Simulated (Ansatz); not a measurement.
Ansatz (a quantum-chemistry and plane-wave program) run on a (110) slab of Hf (cut from a parent of space group no. 194; 10 atoms in the cell): self-consistent single point.

Method of the run: PBEsol, default PAW files made with PBE (plane waves; Ansatz).

```
Hf
1.0
    5.04504     0.00000     0.00000
    0.00000     5.52936     0.00000
    0.00000     0.00000    16.38480
Hf
10
Direct
  0.75000   0.41667   0.30516
  0.25000   0.75000   0.30516
  0.75000   0.91667   0.40258
  0.25000   0.25000   0.40258
  0.75000   0.41667   0.50000
  0.25000   0.75000   0.50000
  0.75000   0.91667   0.59742
  0.25000   0.25000   0.59742
  0.75000   0.41667   0.69484
  0.25000   0.75000   0.69484
```

Reference input (self-consistent single point, DFT, PBEsol, plane waves, default PAW files made with PBE): kpoints.mp_grid.grid = 5 5 1; hamiltonian.xc = pbesol; hamiltonian.pseudopotentials = {kind: paw} (the program's default PAW files); scf.occupations.method = cold; scf.occupations.width = 0.0037 Ry. This run's input differs from it in these lines:

Ansatz 0.2 input:
```diff
@@ -19,2 +19,3 @@
     grid: [5, 5, 1]
+    shift: [0.5, 0.5, 0.0]
 hamiltonian:
```

Log, with long lists cut:

```
SCF iter   1: F=—  HF=-155972.623375 eV  |F-HF|=—  |Δ(HF+E_count)|=         —  Δρ=5.28e-3  dr2=9.20e-1  ethr=1.77e-3  ⟨swp⟩=5.0  Hψ=4261  notcnv=0  defer=29
all-band conjugate gradients solve this SCF's bands
preconditioner: auto → LDOS
SCF iter   2: F=—  HF=-155972.536028 eV  |F-HF|=—  |Δ(HF+E_count)|=   8.73e-2  S|Δr|=    0.00e0  Δρ=3.94e-3  dr2=3.85e-1  ethr=3.54e-4  ⟨swp⟩=2.4  Hψ=1881  notcnv=0  defer=150
   [... lines left out ...]
SCF iter   8: F=—  HF=-155972.504301 eV  |F-HF|=—  |Δ(HF+E_count)|=   1.51e-6  S|Δr|=    0.00e0  Δρ=8.99e-6  dr2=5.81e-7  ethr=2.84e-9  ⟨swp⟩=2.9  Hψ=2839  notcnv=0  defer=150
SCF iter   9: F=—  HF=-155972.504302 eV  |F-HF|=—  |Δ(HF+E_count)|=   1.75e-7  S|Δr|=    0.00e0  Δρ=4.35e-6  dr2=1.03e-7  ethr=3.85e-11  ⟨swp⟩=12.9  Hψ=7596  notcnv=0
SCF iter  10: F=-155972.504302 eV  HF=-155972.504302 eV  |F-HF|=6.87e-9  |Δ(HF+E_count)|=   9.37e-9  S|Δr|=    0.00e0  Δρ=1.39e-6  dr2=9.53e-9  ethr=3.85e-11  ⟨swp⟩=5.9  Hψ=5345  notcnv=0
SCF 1 converged in 10 iterations: F = -155972.504302 eV  dr2 = 9.53e-9
Stability not checked (fill_not_monotonic)
Free energy (F): -155972.504302 eV
Internal energy: -155972.499472 eV  (E = F + TS)
E sigma→0 (E₀):  -155972.502692 eV
Entropy (-TS):   -0.004830 eV (-0.483 meV/atom)
Fermi energy:    8.198132 eV
--- Forces (eV/Å), atoms counted from 1 ---
  atom   1  Hf     0.00000000    -0.84304852     1.03010072
  atom   2  Hf     0.00000000     0.84304852     1.03010072
  atom   3  Hf    -0.00000000     0.30632163    -0.25331152
  atom   4  Hf    -0.00000000    -0.30632163    -0.25331152
   [... lines left out ...]
  atom  10  Hf     0.00000000     0.84304852    -1.03010072
--- Stress (GPa, compression-positive) ---
       -4.395432       0.000000       0.000000
        0.000000      -4.955561       0.000000
        0.000000       0.000000      -4.045824
  P = ⅓ Tr σ = -4.4656 GPa (-44.656 kbar)
  The stress holds the Pulay correction. Without it, at fixed plane waves, as pw.x and ABINIT print it: P = -4.4853 GPa
```

The run converged in 10 iterations. Against the reference run the free energy is nearly the same (within 1 meV/atom) and the largest force goes from 1.363 to 1.331 eV/Å.

The starting cell comes from a database of computed structures (which also holds hypothetical and non-ambient phases and stackings), without a prior relaxation at this level. The slab is cut from that crystal, and its faces are unrelaxed. Spin-orbit coupling is off. Forces in this geometry exceed 1 eV/Å.

Cost on one core of a shared machine: roughly 40 s.
